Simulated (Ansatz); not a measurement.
Reference: ZnS (F-43m), PBEsol with spin-orbit coupling, rigid bands (plane waves, PAW; Ansatz, a quantum-chemistry and plane-wave program); axes and stresses refer to this cell.

```
ZnS
1.0
    0.00000     2.67815     2.67815
    2.67815     0.00000     2.67815
    2.67815     2.67815     0.00000
Zn S
1 1
Direct
  0.00000   0.00000   0.00000
  0.25000   0.25000   0.25000
```

The electron conductivity mass comes out as 0.179 mₑ, the Seebeck coefficient, p-type 1e19 cm⁻³ is 383 μV/K and the band gap comes out as 2.07 eV.

Problem. Change: uniaxial stress along [110] of -1 GPa (compression positive). What happens to electron conductivity mass, Seebeck coefficient, p-type 1e19 cm⁻³, band gap?

Solution. electron conductivity mass moves little, to 0.178 mₑ; Seebeck coefficient, p-type 1e19 cm⁻³ drops to 366 μV/K; band gap moves little, to 2.02 eV.

Problem. Change: uniaxial stress along [110] of -2 GPa (compression positive). What happens to electron conductivity mass, Seebeck coefficient, p-type 1e19 cm⁻³, band gap?

Solution. electron conductivity mass moves little, to 0.177 mₑ; Seebeck coefficient, p-type 1e19 cm⁻³ decreases to 346 μV/K; band gap falls to 1.98 eV.

Problem. Change: uniaxial stress along [110] of 1 GPa (compression positive). What happens to electron conductivity mass, Seebeck coefficient, p-type 1e19 cm⁻³, band gap?

Solution. electron conductivity mass moves little, to 0.180 mₑ; Seebeck coefficient, p-type 1e19 cm⁻³ shrinks to 350 μV/K; band gap moves little, to 2.05 eV.

Problem. Change: uniaxial stress along [111] of 2 GPa (compression positive). What happens to electron conductivity mass, Seebeck coefficient, p-type 1e19 cm⁻³, band gap?

Solution. electron conductivity mass moves little, to 0.181 mₑ; Seebeck coefficient, p-type 1e19 cm⁻³ shrinks to 312 μV/K; band gap moves little, to 2.03 eV.

Problem. Change: uniaxial stress zz = -2 GPa (compression positive). What happens to electron conductivity mass, Seebeck coefficient, p-type 1e19 cm⁻³, band gap?

Solution. electron conductivity mass moves little, to 0.177 mₑ; Seebeck coefficient, p-type 1e19 cm⁻³ falls to 340 μV/K; band gap falls to 1.97 eV.

Problem. Change: uniaxial stress zz = 1 GPa (compression positive). What happens to electron conductivity mass, Seebeck coefficient, p-type 1e19 cm⁻³, band gap?

Solution. electron conductivity mass moves little, to 0.180 mₑ; Seebeck coefficient, p-type 1e19 cm⁻³ shrinks to 328 μV/K; band gap moves little, to 2.04 eV.

Masses are for dilute carriers at 300 K, harmonic means over directions unless an axis is named. Seebeck coefficients are for the stated density at 300 K, with one relaxation time for all states and whether or not that doping can be reached. Stresses and pressures are the targets of the relaxation.  The structure type is held under load, also where the real crystal would transform.
